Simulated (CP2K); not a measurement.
Troubleshooting CP2K: a failed run on LiY3 (I4/mmm, 4 atoms in the cell). The aim is a self-consistent single point with DFT PBEsol, GPW, DZVP-MOLOPT-SR-GTH basis, GTH-PBE potentials (GTH_POTENTIALS).

Cell that was meant: a = 6.3869 Å, b = 6.3869 Å, c = 6.3869 Å, α = 135.80°, β = 135.80°, γ = 64.30°.

Part of the input:

```
        METHOD BROYDEN_MIXING
        ALPHA 0.2
        NBUFFER 10
        BETA 0
      &END MIXING
      &SMEAR ON
        METHOD FERMI_DIRAC
```

Output (repeated stretches shortened):

```
 GLOBAL| Method name                                                        CP2K
 GLOBAL| Project name                                                       liy3
 GLOBAL| Run type                                                   ENERGY_FORCE

 CELL| Volume [angstrom^3]:                                           124.920779
   [... lines left out ...]
 *******************************************************************************
 BRILLOUIN| K-point scheme                                        Monkhorst-Pack
 BRILLOUIN| K-Point grid                                             5    5    5
 BRILLOUIN| K-point symmetry accuracy                               0.100000E-05
 BRILLOUIN| K-Point point group symmetrization                               OFF
 BRILLOUIN| Wavefunction type                                            COMPLEX
 BRILLOUIN| List of Kpoints [2 Pi/Bohr]                                       63
 BRILLOUIN| Number           Weight            X              Y              Z
 BRILLOUIN|     1           0.01600       -0.40000       -0.40000       -0.40000
 BRILLOUIN|     2           0.01600       -0.40000       -0.40000       -0.20000
 BRILLOUIN|     3           0.01600       -0.40000       -0.40000        0.00000
   [... 60 lines left out ...]
 *******************************************************************************

 *******************************************************************************
 *   ___                                                                       *
 *  /   \                                                                      *
 * [ABORT]                                                                     *
 *  \___/      Mixing employing the Kerker damping factor needs BETA /= 0.0    *
 *    |                                                                        *
 *  O/|                                                                        *
 * /| |                                                                        *
 * / \                                             qs_scf_initialization.F:740 *
 *******************************************************************************

 ===== Routine Calling Stack =====

            3 qs_energies
            2 qs_forces
            1 CP2K
Abort(1) on node 0 (rank 0 in comm 0): application called MPI_Abort(MPI_COMM_WORLD, 1) - process 0
```

Question: Read the log: what does the program object to, and what is the fix?

Answer: The fault is a screening parameter of zero in the density mixing; here the program stops on it instead of giving results. To fix it, leave the parameter to its default or give it a positive value. The program stopped before any SCF iteration.

The sound input it was made from differs as follows (other fixes are possible):
```diff
-        BETA 0
```

With that input, the run converged in 15 iterations: free energy E − TS -3322.8683 eV; Fermi level (on the code's own zero) 5.97 eV; pressure -2.27 GPa (DFT PBEsol, GPW, DZVP-MOLOPT-SR-GTH basis, GTH-PBE potentials (GTH_POTENTIALS)).

On the sound input: the starting cell comes from a database of computed structures (which also holds hypothetical and non-ambient phases and stackings), without a prior relaxation at this level. Its lattice was rescaled by a random factor within 2.5 % of one. Values carry the incompleteness of an atom-centred basis. The potentials were made for another functional than the one used.
